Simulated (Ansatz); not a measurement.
## HgSe (model structure, from the WC type, P-6m2, No. 187): equilibrium volume per atom by level of theory

No measured value is used here.

```tsv
level (code)	value (Å³/atom)
PBE (Ansatz)	25.17
PBEsol (Ansatz)	23.46
PBE-D3(BJ) (Ansatz)	23.92
```

Density-functional levels without +SOC have no spin–orbit coupling. Ansatz's density-functional and Hartree–Fock values are scalar-relativistic unless marked +SOC, with PAW data made under PBE.

A model structure was made by putting elements into a prototype or built by hand; it is no filed structure, need not be a known phase, and can be a saddle point held by its symmetry.

Ansatz is a first-principles code.
